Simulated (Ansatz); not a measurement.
For GePd (model structure, started from the CoSn type, P6/mmm, No. 191, 6 atoms in the cell), PBE in Ansatz (plane waves, PAW) gives:

| Item | Value |
|---|---|
| lattice parameter a | 5.608 Å |
| c axis length | 4.020 Å |
| cohesive energy | 3.92 eV/atom |

Q: What does r²SCAN in Ansatz (PAW) give for the same quantities?

A: 
- lattice constant a: 5.546 Å (falls by 1.1 %)
- lattice parameter c: 3.988 Å (decreases by 0.8 %)
- cohesive energy: 4.13 eV/atom (increases by 0.21 eV/atom)

Changes are worked out from the printed values.

Unless a cell is named, each level is at its own relaxed cell (PBE 18.25, r²SCAN 17.71 Å³/atom).

The crystal itself was run without spin with PBE, r²SCAN; a magnetic state was not tried in these runs.

Ansatz's density-functional and Hartree–Fock values are scalar-relativistic unless marked +SOC, with PAW data made under PBE.

A model structure was made by putting elements into a prototype or built by hand; it is no filed structure, need not be a known phase, and can be a saddle point held by its symmetry.

Ansatz is a first-principles code.
